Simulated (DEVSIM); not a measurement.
Structure: abrupt Ge n-p junction, at 400 K.

```tsv
layer (left to right)	material	thickness (μm)	Nd (cm⁻³)	Na (cm⁻³)	τn (s)	τp (s)
1	Ge	42.0	1.6e16	-	9.4e-6	9.4e-6
2	Ge	62.0	-	1.6e16	9.4e-6	9.4e-6
```

Left contact: ohmic. Right contact: ohmic. Voltage is applied to the left contact. Recombination: SRH at mid-gap, radiative, Auger. Mobility is μmin + (μ − μmin)/(1 + (N/Nref)^α).

The device is made up for the run: typed textbook-type constants, with dimensions and the other settings drawn at random. Values at 300 K; Nc and Nv go as T^1.5, mobilities as T to minus their exponent, the gap by Varshni's rule with the affinity fixed.

| parameter | Ge |
|---|---|
| gap (eV) | 0.664 |
| affinity (eV) | 4 |
| permittivity | 16 |
| Nc (cm⁻³) | 1.04e19 |
| Nv (cm⁻³) | 6e18 |
| μn (cm²/Vs) | 3900 |
| μp (cm²/Vs) | 1900 |
| μn,min | 150 |
| μp,min | 100 |
| Nref,n | 2.6e17 |
| Nref,p | 4e17 |
| αn | 0.56 |
| αp | 0.6 |
| T exponent of μn | 1.66 |
| T exponent of μp | 2.33 |
| B (cm³/s) | 6.4e-14 |
| Cn (cm⁶/s) | 1e-31 |
| Cp (cm⁶/s) | 1e-31 |
| Varshni α (eV/K) | 0.000477 |
| Varshni β (K) | 235 |

Simulated with DEVSIM: 1D drift-diffusion, Boltzmann statistics, complete ionisation; no tunnelling, impact ionisation, image-force lowering or self-heating.

The doping Na of layer 2 was swept, all else fixed.

```tsv
doping Na of layer 2 (cm^-3)	dark forward voltage at 100 A/cm² (V)	potential step across the device at zero bias (V)	largest field in the device at zero bias (V/cm)
4.8e14	0.324	0.089	6200
1.6e15	0.313	0.102	6900
4.8e15	0.299	0.128	9000
1.6e16	0.289	0.167	14000
4.8e16	0.284	0.205	21000
1.6e17	0.280	0.246	30000
4.8e17	?	0.284	?
```

**Question.** What belongs in the gaps?

**Answer.** 
- 4.8e17, dark forward voltage at 100 A/cm² (V): 0.274
- 4.8e17, largest field in the device at zero bias (V/cm): 43000
